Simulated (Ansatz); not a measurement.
## Effect of uniaxial strain ε_zz = +3.77 % on Ru

Base system: Ru in the hcp (Mg type) structure (space group P6_3/mmc, No. 194; a = 2.692 Å, c = 4.246 Å). Axes: x lies along a and z along c of the hexagonal cell.

Modification: the cell is stretched by 3.77 % along z with no lateral relaxation, atoms relaxed at fixed cell.

Method: Ansatz (an electronic-structure program) PBEsol, spin-orbit coupling left out. Settings: 20×20×11 k-points, 0.05 eV Fermi–Dirac smearing.

```csv
quantity,base,changed,shift
volume per atom,13.32 Å³,13.82 Å³,+0.50 Å³
space group,P6_3/mmc (No. 194),P6_3/mmc (No. 194),–
shortest interatomic distance,2.631 Å,2.692 Å,+0.061 Å
energy relative to the base (free energy F),0 meV/atom,+38 meV/atom,+38 meV/atom
"pressure (mean of the normal stresses, compression positive)",0.0 GPa,-11.7 GPa,-11.7 GPa
band gap,zero,zero,–
"stress (xx, yy, zz, yz, xz, xy; compression positive) (rough)",–,"(-6.1, -6.1, -22.9, 0.0, 0.0, 0.0) GPa",–
```

Without a gap, meshes like the base's 20×20×11 leave anisotropic stresses uncertain by several tenths of a GPa, and small strain energies with them. Whether these cells are dynamically stable was not tested. The final runs are not spin-polarised.
